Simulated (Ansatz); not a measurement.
The starting structures come from a database of crystals and need not be the phases stable at ambient conditions.

Inside the gap of an insulator the Bloch states are evanescent, with a wavenumber k + iκ along the transport direction.

Data:

```
CELL_PARAMETERS angstrom
      4.07219     0.00000     0.00000
      0.00000     7.10666     0.00000
      2.03610     0.00000     3.52662
ATOMIC_POSITIONS crystal
  Cu 0.66667 0.40600 0.66667
  Cu 0.33333 0.59400 0.33333
  I  0.33333 0.22953 0.33333
  I  0.66667 0.77047 0.66667
```

Space group of this cell: P-3m1. The cell was relaxed by PBE-D3(BJ); by r2SCAN its mean pressure is 1.4 GPa.

Transport runs along the normal of the first two printed cell vectors, the (100) plane of the conventional cell.

The gap is the functional's own. No spin-orbit coupling. Mid-gap values are interpolated on the energy grid.

**Question.** State the band gap and the smallest decay constant κ at mid-gap according to r2SCAN (Ansatz, a program for electronic structure).

**Answer.** Gap 2.10 eV on a 8×4×8 mesh; κ = 0.187 1/Å, at the zone centre.
